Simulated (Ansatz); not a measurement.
**Phonons of KTaO$_{3}$ in the cubic perovskite structure at temperature**

Method: the stochastic self-consistent harmonic approximation in a 2×2×2 supercell, Ansatz (an electronic-structure program), PBEsol functional, plane-wave PAW. Spin-orbit coupling is not included. The cell is strained by 0.5 % in length from its relaxed static size. Melting and transitions to other phases are not modelled. Frequencies in cm⁻¹ at q = (0.00, 0.00, 0.50) (fractions of the primitive reciprocal vectors), each column in ascending order, rows equal in every column written once; i marks an imaginary mode. The auxiliary (Gaussian) frequencies are positive by construction; the free-energy Hessian decides stability.

| harmonic | Gaussian 100 K | Hessian 100 K | Gaussian 300 K | Hessian 300 K | Gaussian 800 K | Hessian 800 K |
|---|---|---|---|---|---|---|
| 28 | 68 | 67 | 75 | 73 | 85 | 80 |
| 157 | 160 | 159 | 163 | 161 | 171 | 165 |
| 167 | 186 | 185 | 190 | 187 | 198 | 191 |
| 167 | 199 | 196 | 206 | 199 | 208 | 196 |
| 183 | 199 | 196 | 213 | 207 | 235 | 223 |
| 202 | 205 | 201 | 213 | 207 | 235 | 223 |
| 281 | 286 | 284 | 289 | 285 | 297 | 289 |
| 327 | 327 | 326 | 328 | 326 | 333 | 327 |
| 414 | 415 | 412 | 418 | 413 | 420 | 412 |
| 478 | 496 | 494 | 503 | 497 | 518 | 505 |
| 814 | 820 | 807 | 821 | 797 | 819 | 778 |

pressure at 100 K in this cell: -1.62 ± 0.03 GPa
pressure at 300 K in this cell: -1.08 ± 0.03 GPa
pressure at 800 K in this cell: 0.48 ± 0.09 GPa
pressure near 100 K by path-integral sampling of the fitted surface: -1.57 GPa
pressure near 300 K by path-integral sampling of the fitted surface: -0.92 GPa
pressure near 800 K by path-integral sampling of the fitted surface: 0.87 GPa
static pressure: -2.94 GPa

Over all wave vectors of the supercell the softest harmonic mode is 68i cm⁻¹ at q = (0.00, 0.00, 0.00); the softest of the Hessian is 67 cm⁻¹ at q = (0.00, 0.00, 0.50) at 100 K (error under 1; the run's verdict: stable), 73 cm⁻¹ at q = (0.00, 0.00, 0.50) at 300 K (error under 1; the run's verdict: stable), 80 cm⁻¹ at q = (0.00, 0.00, 0.50) at 800 K (error under 1; the run's verdict: stable). A stable verdict is local, and a supercell this small can stiffen soft modes, so the symmetric phase can look stable where the real crystal is distorted.
